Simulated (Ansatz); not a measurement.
**AlRu under a change: pressure 15 GPa**

The parent structure is AlRu in the CsCl type structure (space group Pm-3m, No. 221; a = 2.954 Å).

Perturbation: cell and atoms relaxed at a pressure of 15 GPa.

Level of theory: Ansatz (an electronic-structure program), LDA, PAW, cutoff 420 eV, scalar-relativistic without spin-orbit coupling. Γ-centred 16×16×16 mesh, Fermi–Dirac width 0.05 eV.

- Density: 8.73 g/cm³ (base 8.25 g/cm³)
- Lattice parameter a: 2.898 Å (base 2.954 Å)
- Shortest interatomic distance: 2.510 Å (base 2.558 Å)
- Enthalpy H = E + PV relative to the base's energy: +1.17 eV/atom
- Band gap: zero (base zero)

Cost of the whole job for the changed cell (relaxation, final SCF and bands): around 20 core-seconds (rough).

Load acts through the strain it causes; cell and atoms are relaxed under it. No phonon test of stability was made. No other phases were tried under pressure. The final runs are not spin-polarised.
